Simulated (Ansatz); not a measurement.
A computed series for HfSi2: point defects

Start from a 12-atom supercell of HfSi₂ (space group Cmcm, No. 63; a = 3.6828 Å, b = 14.5980 Å, c = 3.6582 Å) at its relaxed geometry.

One neutral defect a cell, atoms relaxed at fixed cell.

All numbers come from PBE (Ansatz, a quantum-chemistry and plane-wave program, PAW, no SOC).

| case | pressure | largest displacement of a host atom from its site in the perfect cell |
|---|---|---|
| perfect supercell | 0.0 GPa | – |
| Hf vacancy, symmetric start | -2.9 GPa | 0.14 Å |
| Sn on a Si site | 8.0 GPa | 0.16 Å |
| Si on a Hf site (antisite) | -1.2 GPa | 1.54 Å |
| H interstitial (started 1.80 Å from the nearest host atom), symmetric start | 2.0 GPa | 0.11 Å |
| Si interstitial (started 1.87 Å from the nearest host atom), symmetric start | 12.6 GPa | 2.09 Å |

In so small a cell the defect repeats every few ångströms: this is an ordered compound, not a dilute defect. Defects with a symmetric start kept the site's symmetry and may sit on a saddle; the others started slightly shaken. The final runs are not spin-polarised.
